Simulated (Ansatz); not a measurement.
Take BeSe in the zinc blende structure (space group F-43m, No. 216) as the base.

```yaml
crystal:
  lattice:
    - [0.00000, 2.56445, 2.56445]
    - [2.56445, 0.00000, 2.56445]
    - [2.56445, 2.56445, 0.00000]
  atoms:
    - { symbol: Be, position: [0.00000, 0.00000, 0.00000] }
    - { symbol: Se, position: [0.25000, 0.25000, 0.25000] }
```

Cartesian axes are those of the cell as printed.

The values are results of PBEsol (Ansatz, a program for electronic structure, PAW, no SOC), not measurements.

Perturbation: uniaxial strain ε_zz = −2.00 %, all other strain components held at zero, atoms relaxed at fixed cell.

Problem. Predict the stress tensor and what it implies for the stiffness.

Solution. Stress of the strained cell less that of the base (GPa, compression positive):
```
   1.16    0.00    0.00
   0.00    1.16    0.00
   0.00    0.00    2.68
```

Then −Δσ_ii/ε with ε = -0.0200 gives secant stiffness values (nonlinear terms included at this strain): C33 ≈ 134 GPa, C13 ≈ 58 GPa and C23 ≈ 58 GPa.

Stability against distortions was not tested.
